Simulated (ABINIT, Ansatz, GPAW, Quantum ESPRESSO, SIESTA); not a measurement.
Code comparison for NaSbF6 (Fm-3m, 8 atoms in the cell)

Self-consistent single point.

```
NaSbF6
1.0
    0.00000     4.10773     4.10773
    4.10773     0.00000     4.10773
    4.10773     4.10773     0.00000
Na Sb F
1 1 6
Direct
  0.50000   0.50000   0.50000
  0.00000   0.00000   0.00000
  0.77128   0.77128   0.22872
  0.22872   0.22872   0.77128
  0.22872   0.77128   0.77128
  0.77128   0.22872   0.22872
  0.77128   0.22872   0.77128
  0.22872   0.77128   0.22872
```

Shared settings, as Ansatz (an electronic-structure program) writes them: kpoints.mp_grid.grid = 5 5 5; scf.occupations.method = fermi_dirac; scf.occupations.width = 0.01 eV. Potentials and cutoffs stand in the table.

| code | model | pressure (GPa) | largest force (eV/Å) | gap on the mesh (eV) | cutoff |
|---|---|---|---|---|---|
| Quantum ESPRESSO | PBEsol, SSSP 1.1.2 precision (PBE) pseudopotentials | 3.37 | 0.517 | 5.432 | 75 Ry |
| Ansatz | PBEsol, default PAW files made with PBE | 2.97 | 0.474 | 5.499 | 420 eV |
| ABINIT | PBEsol, PAW (JTH v2.0 PBE PAW, files made for PBE) | 2.59 | 0.380 | 5.449 | 30 Ha |
| GPAW | PBEsol, GPAW PAW datasets PBEsol (made by gpaw-setup) | – | 0.179 | 5.484 | 950 eV |
| SIESTA | GGA PBEsol, numerical atomic orbitals TZP, PseudoDojo PBEsol standard norm-conserving potentials (rewritten from UPF to PSML) | 3.21 | 1.028 | 5.085 | grid 400 Ry |

A dash marks a value that a program does not give, or that is left out as unsure.

Gaps are read on the mesh.

On Ansatz's run: spin-orbit coupling is off.

The spread over the programs that give each value: pressure within 0.78 GPa; largest force within 0.849 eV/Å; gap on the mesh within 0.414 eV.

SIESTA uses small atom-centred bases, whose incompleteness enters pressures, forces and empty levels differently from a plane-wave cutoff. Ansatz's pressure is given at a fixed set of plane waves, as the other plane-wave codes print theirs; with its correction for the finite basis it is 3.56 GPa (the shift of 0.60 GPa shows how far the cutoff is from converged). The pressure of GPAW is left out: its cutoff lies under the one at which its stress was checked. In the gap, SIESTA (by 0.382) lies more than 0.12 eV from the median of the plane-wave programs. In the force vectors, Quantum ESPRESSO (by 0.090), GPAW (by 0.249) and SIESTA (by 0.601) lie more than 0.08 eV/Å from the median of the plane-wave programs.

The starting cell comes from a database of computed structures (which also holds hypothetical and non-ambient phases and stackings), without a prior relaxation at this level. Its lattice was rescaled by a random factor within 2.5 % of one.

Left out of this page: CP2K (unsound by tests on forces, stress, charge or solver warnings).

Keys are those of Ansatz 0.2.
